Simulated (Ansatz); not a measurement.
We consider NaSrH₃ (model structure, started from the KMgH3 type, Pm-3m, No. 221, 5 atoms in the cell), described by PBEsol in Ansatz (plane waves, PAW).

Run with plane-wave cutoff 520 eV, 8×8×8 k mesh, Fermi–Dirac smearing 0.01 eV, scalar-relativistic PAW data made under PBE.

Cell (relaxed with PBEsol):

```yaml
crystal:
  lattice:
    - [4.64082, 0.00000, 0.00000]
    - [0.00000, 4.64082, 0.00000]
    - [0.00000, 0.00000, 4.64082]
  atoms:
    - { symbol: Na, position: [0.00000, 0.00000, 0.00000] }
    - { symbol: Sr, position: [0.50000, 0.50000, 0.50000] }
    - { symbol: H, position: [0.50000, 0.00000, 0.50000] }
    - { symbol: H, position: [0.00000, 0.50000, 0.50000] }
    - { symbol: H, position: [0.50000, 0.50000, 0.00000] }
```

Question: Predict the band gap, smallest direct gap on the k points sampled and Γ–Γ gap.

Answer: 
- band gap: 1.81 eV
- smallest direct gap on the k points sampled: 2.15 eV
- Γ–Γ gap: 6.45 eV

Note: the relaxation could raise the start's symmetry but not lower it, so the cell can be a saddle point.

Spin–orbit coupling is not included.

Computed values are for the static lattice.

A model structure was made by putting elements into a prototype or built by hand; it is no filed structure, need not be a known phase, and can be a saddle point held by its symmetry.

Ansatz is a quantum-chemistry and plane-wave program.
